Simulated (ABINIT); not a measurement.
Band structure of TiAl (P4/mmm, 2 atoms in the cell).

```xyz
2
Lattice="2.8782 0.0000 0.0000 0.0000 2.8782 0.0000 0.0000 0.0000 4.1640" Properties=species:S:1:pos:R:3 pbc="T T T"
Ti     1.4391     1.4391     2.0820
Al     0.0000     0.0000     0.0000
```

Level of theory: PBE, PAW (JTH v2.0 PBE PAW) (plane waves; ABINIT).

Settings: pseudos = [Ti.GGA_PBE-JTH.xml, Al.GGA_PBE-JTH.xml]; ecut = 816 eV; pawecutdg = 1633 eV; pawxcdev = 0; occopt = 3; tsmear = 0.1 eV; ngkpt = 9 9 7; nshiftk = 1; shiftk = 0 0 0; potentials = JTH v2.0 PBE PAW; kptopt = 1; nstep = 60; tolvrs1 = 1e-11.

The starting cell comes from a database of computed structures (which also holds hypothetical and non-ambient phases and stackings), without a prior relaxation at this level. Its lattice was rescaled by a random factor within 2.5 % of one. Spin polarisation is off.

Levels in eV from the Fermi level, bands 5 to 12:
```json
[
 {"point": "Γ", "5": "-8.79", "6": "-1.78", "7": "-0.79", "8": "-0.48", "9": "2.00", "10": "2.00", "11": "3.05", "12": "5.65"},
 {"point": "X", "5": "-4.54", "6": "-4.37", "7": "-1.62", "8": "-0.25", "9": "1.62", "10": "2.32", "11": "3.98", "12": "4.85"},
 {"point": "M", "5": "-3.04", "6": "-0.50", "7": "-0.50", "8": "-0.34", "9": "-0.18", "10": "-0.18", "11": "3.87", "12": "4.38"},
 {"point": "Z", "5": "-7.42", "6": "-5.16", "7": "-0.64", "8": "0.56", "9": "1.67", "10": "1.67", "11": "3.07", "12": "7.79"},
 {"point": "R", "5": "-4.79", "6": "-2.86", "7": "-1.20", "8": "-1.20", "9": "1.25", "10": "1.67", "11": "2.13", "12": "3.41"},
 {"point": "A", "5": "-2.34", "6": "-2.14", "7": "-2.14", "8": "1.39", "9": "1.94", "10": "2.68", "11": "3.87", "12": "3.93"}
]
```

Bands cross the Fermi level along this path, so the cell is metallic at this level.
